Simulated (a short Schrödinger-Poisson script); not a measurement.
# Gated In0.52Al0.48As/In0.53Ga0.47As modulation-doped gas in a quantum well

Structure: gated In0.52Al0.48As/In0.53Ga0.47As modulation-doped gas in a quantum well, at 300 K.

| layer | material | thickness (nm) | Nd (cm⁻³) | Na (cm⁻³) |
|---|---|---|---|---|
| 1 | In0.52Al0.48As | 30 | - | - |
| 2 | In0.52Al0.48As | 20 | 6e17 | - |
| 3 | In0.52Al0.48As | 2 | - | - |
| 4 | In0.53Ga0.47As | 6 | - | - |
| 5 | In0.52Al0.48As | 4000 | - | 3e15 |

The device is made up for the run: typed textbook-type constants, with dimensions and the other settings drawn at random. In0.52Al0.48As: permittivity 12.5, conduction-band edge (eV) 0.52, gap (eV) 1.45, electron mass (mₑ) 0.075, Nv at 300 K (cm⁻³) 1.1e19. In0.53Ga0.47As: permittivity 13.9, conduction-band edge (eV) 0, gap (eV) 0.74, Nv at 300 K (cm⁻³) 7.7e18.

Channel valleys (confinement mass, in-plane density-of-states mass, number): Γ 0.041, 0.041, 1. At the gate the conduction-band edge of layer 1 lies 0.65 eV − eVg above the Fermi level of the channel; the field vanishes at the back. Donor level 0.05 eV below the band edge. The barrier under the gate holds no holes. Gaps are held at their typed values at every temperature. Mesh 0.08 nm at interfaces.

From a short Schrödinger-Poisson script (our own, NumPy): 1D Poisson equation in equilibrium, electrons quantum, Hartree (BenDaniel-Duke, 40 states a valley, the channel's in-plane mass for all, wave functions free to enter the barrier), parabolic valleys, classical holes, donors ionised by Fermi statistics, acceptors fully, no traps, pinning or gate leakage.

```csv
Vg (V),electrons (cm⁻²),in the channel layer,C (μF/cm²),Γ E0 (meV),Γ E1 (meV)
0.4,8.61e11,8.01e11,0.197,-46.2,195.6
0.3,7.46e11,6.95e11,0.191,-38.3,238.8
0.2,6.30e11,5.87e11,0.188,-29.6,262.5
0.1,5.14e11,4.80e11,0.186,-20.3,272.8
0,4.00e11,3.73e11,0.183,-9.9,284.0
-0.1,2.88e11,2.69e11,0.178,2.2,296.9
-0.2,1.81e11,1.69e11,0.169,17.6,313.0
-0.3,8.44e10,7.88e10,0.145,40.3,336.4
-0.4,1.70e10,1.59e10,0.0772,83.8,380.3
```

Subbands count from the Fermi level.
